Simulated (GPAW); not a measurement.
Input and output of a self-consistent single point for Ru (P6_3/mmc, 4 atoms in the cell) (GPAW).

Computed with PBE, GPAW PAW datasets PBE (gpaw-data 1.0.1) (plane waves; GPAW).

```
Ru
1.0
    2.66943     0.00000     0.00000
   -1.33471     2.31179     0.00000
    0.00000     0.00000     8.58890
Ru
4
Cartesian
  0.00000   0.00000   0.00000
  0.00000   0.00000   4.29445
  0.00000   1.54119   2.14722
  1.33471   0.77060   6.44167
```

Reference input (self-consistent single point, DFT PBE, plane waves, GPAW PAW datasets PBE (gpaw-data 1.0.1)): mode = pw; ecut = 550 eV; xc = PBE; kpts = 11 11 3; mesh shift (steps) = 0 0 0; occupations.name = methfessel-paxton; occupations.width = 0.1 eV; occupations.order = 1; nbands = -8; convergence.density = 1e-05 e/electron; convergence.energy = 1e-05 eV/electron; symmetry.symmorphic = false. This run's input differs from it in these lines:

```diff
@@ -16,3 +16,3 @@
             xc='PBE',
-            kpts=(11, 11, 3),
+            kpts={'size': (13, 13, 4), 'gamma': True},
             occupations={'name': 'methfessel-paxton', 'width': 0.1, 'order': 1},
```

Log, with long lists cut:

```
     iter     time        total  log10-change:
                         energy   eigst   dens
iter:   1 --:--:--   -40.441413
iter:   2 --:--:--   -39.934590   -1.38  -1.32
iter:   3 --:--:--   -41.140879   -0.22  -1.34
iter:   4 --:--:--   -38.005172   -1.42  -1.36
iter:   5 --:--:--   -37.490259   -1.23  -1.73
   [... 2 lines left out ...]
iter:   8 --:--:--   -37.427916   -5.98  -2.98
iter:   9 --:--:--   -37.427058   -4.89  -2.97
iter:  10 --:--:--   -37.425985   -4.22  -3.11
iter:  11 --:--:--   -37.425963   -4.92  -3.59
iter:  12 --:--:--   -37.425899c  -5.58  -3.61
iter:  13 --:--:--   -37.425909c  -6.19  -3.98
iter:  14 --:--:--   -37.425898c  -6.18  -4.05
iter:  15 --:--:--   -37.425893c  -6.48  -4.22
iter:  16 --:--:--   -37.425892c  -8.32c -4.89
iter:  17 --:--:--   -37.425892c  -9.15c -5.03c
Converged after 17 iterations.

Dipole moment: (0.000000, -0.000000, 0.000000) |e|*Ang

Energy contributions relative to reference atoms: (reference = -492980.499932)

Kinetic:         +2.472533
Potential:      -14.595089
External:        +0.000000
XC:             -24.528133
Entropy (-ST):   -0.000762
Local:           -0.774696
SIC:             +0.000000
--------------------------
Free energy:    -37.426146
Extrapolated:   -37.425892

Showing only first 2 kpts
 Kpt  Band  Eigenvalues  Occupancy
  0    30     11.67605    2.00000
  0    31     13.03902    2.00000
  0    32     13.03903    2.00000
  0    33     13.78385    2.05327

  1    30     11.91687    2.00000
  1    31     13.17997    2.00000
  1    32     13.17998    2.00000
  1    33     13.70188    2.02625

Fermi level: 13.88538

No gap
No difference between direct/indirect transitions
Energy (eV): -37.425892

Forces in eV/Ang:
  0 Ru   -0.00000    0.00000    0.00000
  1 Ru   -0.00000    0.00000    0.00000
  2 Ru    0.00000   -0.00000    0.00000
  3 Ru    0.00000    0.00000    0.00000

Stress tensor:
    -0.081884    -0.000000     0.000000
    -0.000000    -0.081884     0.000000
     0.000000     0.000000    -0.077589
Stress (GPa, Voigt): [-13.1193 -13.1193 -12.4312   0.       0.      -0.    ]
```

The run converged in 17 iterations. GPAW prints stress with tension positive. Against the reference run the free energy goes up by 3.1 meV/atom and the pressure stays near 12.89 GPa while the zz stress (positive for compression) goes from 13.61 to 12.43 GPa.

The starting cell was generated: these elements placed on a structure prototype, without a prior relaxation; it need not be a known phase or ordering of this composition. Its lattice was rescaled by a random factor within 2.5 % of one. Spin polarisation is off. With a pressure of about 13 GPa the cell is away from its equilibrium volume at this level.

Cost on one core of a shared machine: roughly 70 s.
